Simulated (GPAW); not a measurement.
## Worked example: self-consistent single point of Ag (Fm-3m, 1 atom in the cell) in GPAW

Method of the run: PBE, GPAW PAW datasets PBE (gpaw-data 1.0.1) (plane waves; GPAW).

Input as run:

```python
from ase import Atoms
from ase.units import GPa
from gpaw import GPAW, PW, FermiDirac

atoms = Atoms(['Ag'],
              cell=[[0.000000, 2.055225, 2.055225],
                    [2.055225, 0.000000, 2.055225],
                    [2.055225, 2.055225, 0.000000]],
              scaled_positions=[[0.000000, 0.000000, 0.000000]],
              pbc=True)

calc = GPAW(mode=PW(600),
            xc='PBE',
            kpts={'size': (10, 10, 10), 'gamma': True},
            occupations=FermiDirac(0.1),
            nbands=-9,
            convergence={'forces': 0.001},
            symmetry={'symmorphic': False, 'tolerance': 0.0005},
            maxiter=100)

atoms.calc = calc

energy = atoms.get_potential_energy()
print('Energy (eV):', round(energy, 6))
forces = atoms.get_forces()
print('Forces (eV/Ang):')
print(forces.round(5))
stress = atoms.get_stress()
print('Stress (GPa, Voigt):', (stress / GPa).round(4))
```

Log, with long lists cut:

```
Input parameters:
  convergence: {forces: 0.001}
  kpts: {gamma: True,
         size: (10, 10, 10)}
  maxiter: 100
  mode: {ecut: 600.0,
         name: pw}
  nbands: -9
  occupations: {fixmagmom: False,
                name: fermi-dirac,
                width: 0.1}
  symmetry: {symmorphic: False,
             tolerance: 0.0005}
  xc: PBE

species:
  Ag:
    name: Silver
    Z: 47.0
    valence: 17
    core: 30
    charge: 0.0
    file: Ag.PBE.gz

    # Using partial waves for Ag as LCAO basis

Reference energy: -144597.826354  # eV

Spin-paired calculation

Convergence criteria:
 Maximum [total energy] change in last 3 cyles: 0.0005 eV / valence electron
 Maximum integral of absolute [dens]ity change: 0.0001 electrons / valence electron
 Maximum integral of absolute [eigenst]ate change: 4e-08 eV^2 / valence electron
 Maximum change in the atomic [forces] across last 2 cycles: 0.001 eV/Ang OR
Maximum error relative to the maximum force is below inf
 Maximum number of scf [iter]ations: 100

Symmetries present (total): 48
Symmetries with fractional translations: 0
1000 k-points: 10 x 10 x 10 Monkhorst-Pack grid + [1/20,1/20,1/20]
47 k-points in the irreducible part of the Brillouin zone
       k-points in crystal coordinates                weights
   0:     0.00000000    0.00000000    0.00000000          1/1000
   1:     0.10000000    0.10000000    0.00000000          6/1000
   2:     0.10000000    0.10000000    0.10000000          8/1000
   [... 7 lines left out ...]
          ...
  46:     0.50000000    0.50000000    0.50000000          4/1000

Wave functions: Plane wave expansion
  Cutoff energy: 600.000 eV
  Number of coefficients (min, max): 561, 589
  Pulay-stress correction: 0.000000 eV/Ang^3 (de/decut=0.000000)

Occupation numbers: Fermi-Dirac:
  width: 0.1000  # eV

Eigensolver

Densities:
  Coarse grid: 18*18*18 grid
  Fine grid: 36*36*36 grid
  Total Charge: 0.000000

Density mixing:
  Method: separate
  Backend: pulay
  Linear mixing parameter: 0.05
  old densities: 5
  Damping of long wavelength oscillations: 50

Hamiltonian:
  XC and Coulomb potentials evaluated on a 36*36*36 grid
  External potential:
    NoExternalPotential

XC parameters: PBE with 2 nearest neighbor stencil

Number of atoms: 1
Number of atomic orbitals: 12
Number of bands in calculation: 17
Number of valence electrons: 17
Bands to converge: occupied

Density initialized from atomic densities
  12 bands from LCAO basis set
  5 bands from random numbers

Atomic positions and initial magnetic moments

Positions:
   0 Ag     0.000000    0.000000    0.000000    ( 0.0000,  0.0000,  0.0000)

Unit cell:
           periodic     x           y           z      points  spacing
  1. axis:    yes    0.000000    2.055225    2.055225    18     0.1318
  2. axis:    yes    2.055225    0.000000    2.055225    18     0.1318
  3. axis:    yes    2.055225    2.055225    0.000000    18     0.1318

  Lengths:   2.906527   2.906527   2.906527
  Angles:   60.000000  60.000000  60.000000

Effective grid spacing dv^(1/3) = 0.1439

     iter     time        total  log10-change:
                         energy   eigst   dens  force
iter:   1 --:--:--    -3.093263
iter:   2 --:--:--    -3.033324   -2.74  -1.52
iter:   3 --:--:--    -2.862645   -2.96  -1.56
iter:   4 --:--:--    -2.857237   -5.15  -2.12
iter:   5 --:--:--    -2.848943   -3.50  -2.14
iter:   6 --:--:--    -2.848996c  -5.05  -3.43
iter:   7 --:--:--    -2.848946c  -5.46  -3.31
iter:   8 --:--:--    -2.848938c  -6.86  -3.68
iter:   9 --:--:--    -2.848937c  -8.08c -4.43c
iter:  10 --:--:--    -2.848938c  -7.24  -4.34c
iter:  11 --:--:--    -2.848938c  -9.12c -6.01c -23.35c

Converged after 11 iterations.

Dipole moment: (0.000000, -0.000000, 0.000000) |e|*Ang

Energy contributions relative to reference atoms: (reference = -144597.826354)

Kinetic:         -1.046040
Potential:       -0.169656
External:        +0.000000
XC:              -1.794025
Entropy (-ST):   -0.012394
Local:           +0.166980
SIC:             +0.000000
--------------------------
Free energy:     -2.855135
Extrapolated:    -2.848938

Showing only first 2 kpts
 Kpt  Band  Eigenvalues  Occupancy
  0     6      3.30932    2.00000
  0     7      4.31617    2.00000
  0     8      4.31617    2.00000
  0     9     24.19955    0.00000

  1     6      3.45650    2.00000
  1     7      4.16639    2.00000
  1     8      4.38397    2.00000
  1     9     24.28819    0.00000

Fermi level: 7.95540

No gap
No difference between direct/indirect transitions
Energy (eV): -2.848938

Forces in eV/Ang:
  0 Ag    0.00000    0.00000    0.00000

Stress tensor:
    -0.018022     0.000000    -0.000000
     0.000000    -0.018022     0.000000
    -0.000000     0.000000    -0.018022
Stress (GPa, Voigt): [-2.8874 -2.8874 -2.8874  0.     -0.      0.    ]
```

The run converged in 11 iterations. GPAW prints stress with tension positive.

The starting cell has typed, rounded lattice constants, without a prior relaxation at this level. Its lattice was rescaled by up to half a per cent.
